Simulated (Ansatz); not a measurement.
## Effect of 2 layers on MgO

The parent structure is MgO in the rock salt structure (space group Fm-3m, No. 225; a = 4.254 Å). Axes: x, y, z lie along the cube axes.

One thing is altered: a free-standing slab of 2 layers (4 atoms, 2 a layer) is cut normal to the z axis, with 15 Å of vacuum and the in-plane cell held at bulk.

Level of theory: PBE (Ansatz, a quantum-chemistry and plane-wave program, PAW, no spin-orbit coupling). k-mesh 11×11×1 (Γ-centred); smearing 0.05 eV (Fermi–Dirac), for the changed cell.

| quantity | base | changed | shift |
|---|---|---|---|
| layer's space group (with vacuum) | – | P4/nmm (No. 129) | – |
| shortest interatomic distance | 2.127 Å | 2.128 Å | +0.001 Å |
| band gap | 4.46 eV | 3.30 eV | -1.16 eV |
| gap character | – | direct at Γ | – |
| valence-band top at Γ (three highest levels, from the VBM) | 0.00, 0.00, 0.00 eV | 0.00, 0.00, -0.62 eV | – |
| excess energy per area of both faces (slab less bulk energy over the cell's area: twice a surface energy) | – | 1.76 J/m² | – |
| thickness between the outermost nuclei | – | 2.19 Å | – |

Cost of the whole job for the changed cell (relaxation, final SCF and bands): very roughly 22 core-seconds.

Slab and bulk use different k-meshes, which limits the precision of the excess energy. No phonon test of stability was made. Labels are those of the standard path for the cell's own space group.
